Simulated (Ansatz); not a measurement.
Worked example: zone-centre phonon calculation of MgAl2Ge2 (P-3m1, 5 atoms in the cell) in Ansatz (a program for electronic structure).

Method: LDA (PW92), default PAW files made with PBE (plane waves; Ansatz).

```
Mg(AlGe)2
1.0
    4.10584     0.00000     0.00000
   -2.05292     3.55576     0.00000
    0.00000     0.00000     6.77438
Mg Al Ge
1 2 2
Direct
  0.00000   0.00000   0.00000
  0.66667   0.33333   0.36759
  0.33333   0.66667   0.63241
  0.66667   0.33333   0.75695
  0.33333   0.66667   0.24305
```

Reference input (self-consistent single point, DFT, LDA (PW92), plane waves, default PAW files made with PBE): basis.ecutwfc = 420 eV; kpoints.mp_grid.grid = 9 9 5; hamiltonian.xc = lda; hamiltonian.pseudopotentials = {kind: paw} (the program's default PAW files); scf.occupations.method = fermi_dirac; scf.occupations.width = 0.1 eV. This run's input differs from it in these lines:

Ansatz 0.2 input:
```diff
@@ -16,3 +16,3 @@
   mp_grid:
-    grid: [9, 9, 5]
+    grid: [7, 7, 4]
 hamiltonian:
@@ -25,6 +25,4 @@
     width: 0.1
-output:
-  forces: true
-  eigenvalues: true
-  stress: true
+phonons:
+  method: dfpt
```

The program printed (abridged):

```
SCF iter   1: F=—  HF=-11359.381196 eV  |F-HF|=—  |Δ(HF+E_count)|=         —  Δρ=5.35e-3  dr2=1.52e-2  ethr=1.77e-3  ⟨swp⟩=6.2  Hψ=7015  notcnv=0
all-band conjugate gradients solve this SCF's bands
preconditioner: auto → Kerker (q_TF=auto, 2.384 Å⁻¹)
SCF iter   2: F=—  HF=-11359.374774 eV  |F-HF|=—  |Δ(HF+E_count)|=   6.42e-3  Δρ=2.69e-3  dr2=5.15e-3  ethr=3.46e-5  ⟨swp⟩=2.1  Hψ=3133  notcnv=0
   [... lines left out ...]
SCF iter   8: F=—  HF=-11359.373419 eV  |F-HF|=—  |Δ(HF+E_count)|=   6.04e-9  Δρ=1.01e-6  dr2=2.36e-9  ethr=6.91e-11  ⟨swp⟩=2.2  Hψ=2669  notcnv=0
SCF iter   9: F=—  HF=-11359.373419 eV  |F-HF|=—  |Δ(HF+E_count)|=  7.28e-12  Δρ=3.23e-7  dr2=2.07e-10  ethr=5.36e-12  ⟨swp⟩=2.4  Hψ=2469  notcnv=0
SCF iter  10: F=—  HF=-11359.373419 eV  |F-HF|=—  |Δ(HF+E_count)|=  1.82e-11  Δρ=1.04e-7  dr2=2.29e-11  ethr=1.00e-12  ⟨swp⟩=1.5  Hψ=1982  notcnv=0
SCF iter  11: F=-11359.373419 eV  HF=-11359.373419 eV  |F-HF|=5.46e-12  |Δ(HF+E_count)|=  5.46e-12  Δρ=2.97e-8  dr2=1.52e-12  ethr=1.00e-12  ⟨swp⟩=5.0  Hψ=6484  notcnv=0
SCF 1 converged in 11 iterations: F = -11359.373419 eV  dr2 = 1.52e-12
DFPT response loops at Γ: preconditioner auto → Kerker (q_TF=auto, 2.384 Å⁻¹) (partly filled bands, converged f_vac=0.000) …
Free energy (F): -11359.373419 eV
Internal energy: -11359.334101 eV  (E = F + TS)
E sigma→0 (E₀):  -11359.353760 eV
Entropy (-TS):   -0.039318 eV (-7.864 meV/atom)
Fermi energy:    7.719467 eV
--- Phonons (Γ-DFPT): 6 representative perturbations + reference, on 60 of 196 k-points (Σ response iterations 20) ---
  k mesh reduced under 2 symmetry operations, with k and −k counted as one. Each operation leaves every solved perturbation unchanged …
  ASR residual: 4.657e-5 → 0.000e0 eV/Å²; symmetrization residual: 1.346e-5 eV/Å²
  ASR residual per site (eV/Å²): 7.65e-6 8.79e-6 8.79e-6 4.66e-5 4.66e-5
  Γ frequencies (cm⁻¹): 0.00 0.00 0.00 81.67 81.67 134.19 134.19 152.14 167.11 225.85 271.18 289.37 289.37 303.34 303.34
  non-analytic LO–TO correction: not included (Born effective charges unavailable; polar crystals: no LO–TO splitting at Γ)
```

The run converged in 11 iterations. 

Summary of the result:
- Free energy E − TS (on the zero of these files): -11359.3734 eV
- Fermi level (on the code's own zero): 7.72 eV
- Zone-centre frequencies (cm⁻¹; negative means imaginary): 0, 0, 0, 82, 82, 134, 134, 152, 167, 226, 271, 289, 289, 303, 303

The starting cell comes from a database of computed structures (which also holds hypothetical and non-ambient phases and stackings), without a prior relaxation at this level. Its lattice was rescaled by up to half a per cent.

Cost on one core of a shared machine: roughly 2 min.
